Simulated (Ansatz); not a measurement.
Start from InAs in the zinc blende structure (space group F-43m, No. 216; a = 6.026 Å). Axes: x, y, z lie along the cube axes.

Method: Kohn–Sham DFT with the LDA functional, run in Ansatz (a first-principles code) with PAW and 420 eV plane waves, spin-orbit coupling left out.

Before the change:

- Pressure: 0.0 GPa
- Volume per atom: 27.35 Å³

Now apply this change: tensile biaxial strain of 2.50 % in the plane normal to [001], as in epitaxy on a mismatched substrate; the out-of-plane cell vector and the atoms relax.

Q: Estimate the effect on the pressure.

A: The pressure (mean of the normal stresses, compression positive) goes from zero to -1.2 GPa.

Q: How does this affect the energy relative to the base?

A: The energy increases by 7.8 meV/atom.

Q: What happens to the volume per atom?

A: The volume per atom grows by 0.55 Å³ to 27.90 Å³.

No phonon test of stability was made. The final runs are not spin-polarised.
